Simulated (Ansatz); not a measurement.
Take KSrCl3 in the cubic perovskite structure (space group Pm-3m, No. 221; a = 5.636 Å; a hypothetical phase, not in the database extracts checked) as the base. Axes: x, y, z lie along the cube axes.

Calculations: DFT with r2SCAN, PAW potentials and a 500 eV plane-wave cutoff in Ansatz (a quantum-chemistry and plane-wave program), no spin-orbit coupling.

Base values:

```
Quantity     Value
--------  --------
Pressure  0.00 GPa
```

Modification: biaxial strain −1.02 %, plane normal [110], relaxed out of plane (Cartesian); in-plane vectors clamped, the third vector and the atoms free.

Predict the new out-of-plane strain, energy relative to the base and pressure.

The out-of-plane strain amounts to +0.91 %; the energy rises by 0.9 meV/atom; the pressure (mean of the normal stresses, compression positive) goes from zero to 0.27 GPa.

Whether these cells are dynamically stable was not tested. Many cubic perovskites are stable only at high temperature; tilts and polar distortions were not tested.
